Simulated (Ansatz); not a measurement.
## MgO (space group P4_2/mnm, No. 136; a hypothetical phase, not in the database extracts checked)

MgO has the tetragonal space group P4₂/mnm (No. 136), Pearson symbol tP8. Lattice parameters: a = 5.565 Å, b = 5.565 Å, c = 3.292 Å, α = 90.00°, β = 90.00°, γ = 90.00°. Mg on 4g has 4 O at 1.971–2.016 Å. O on 4f is coordinated by 4 Mg at 1.971–2.016 Å. (Neighbours: up to the widest gap in distance over summed covalent radii, below 1.35, at either atom; cation-cation and far metal-metal contacts left out.)

Level of theory: DFT with PBE, PAW potentials and a 420 eV plane-wave cutoff in Ansatz (a program for electronic structure), scalar-relativistic without spin-orbit coupling. k-mesh 6×6×10 (Γ-centred); smearing 0.05 eV (Fermi–Dirac).

```yaml
volume_per_atom: 12.75 Å³
density: 2.63 g/cm³
band_gap: 3.38 eV, indirect, M–Γ (83 % along) → Γ
Lowest conduction-band minima above the VBM: Γ 3.38 eV
total_energy: -1246.982 eV/atom (σ→0; compares only within this code and set-up)
```

Gaps are Kohn–Sham eigenvalue differences; semilocal functionals usually give less than the measured gap. Whether these cells are dynamically stable was not tested.
